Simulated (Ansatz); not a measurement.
A computed series for Au: response to strain

The parent structure is Au in the fcc (Cu type) structure (space group Fm-3m, No. 225; a = 4.0477 Å; relaxed with 0.1 eV smearing). Axes: x, y, z lie along the cube axes.

Strains are applied to the cell and any free atomic positions relax.

All numbers come from Ansatz (a program for electronic structure) LDA, no spin-orbit coupling.

Notes on the quantities. energy relative to the base: free energy F.

```tsv
uniaxial strain ε_zz (%)	energy relative to the base (meV/atom)
0	0.0
0.5	0.3
1	1.1
1.5	?
2	4.3
2.5	6.6
3	9.4
```

Problem. Fit ΔE = Aε² + Bε³ (ε in %) to the rows shown and predict the withheld row.

Solution. Least squares on the printed values gives A = 1.13 and B = -0.029 meV/atom (largest residual 0.0 meV/atom); this predicts 2.4 meV/atom, and the run gives 2.4 meV/atom, in agreement.

Stability against distortions was not tested.
